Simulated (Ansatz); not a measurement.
The starting structures come from a database of crystals and need not be the phases stable at ambient conditions.

By LDA, the system below comes out a metal.

Here is the system:

```xyz
3
Lattice="2.8816 0.0000 0.0000 1.4408 5.0708 0.0000 1.4408 0.4094 2.4617" Properties=species:S:1:pos:R:3 pbc="T T T"
Mo     1.4408     1.4753     0.5979
Mo     4.3223     4.0049     1.8638
N      0.0000     0.0000     0.0000
```

Space group of this cell: R-3m. The cell is taken as given; by LDA its mean pressure is -12.4 GPa.

The current flows along the normal of the first two printed cell vectors, the (101) plane of the conventional cell. No spin-orbit coupling; the value is a mean over 0.1 eV about the Fermi level.

Problem. Estimate the ballistic conductance per area that LDA run with Ansatz (a first-principles code) returns for this system.

Solution. 0.81 × 10¹⁵ S/m² for both spins.
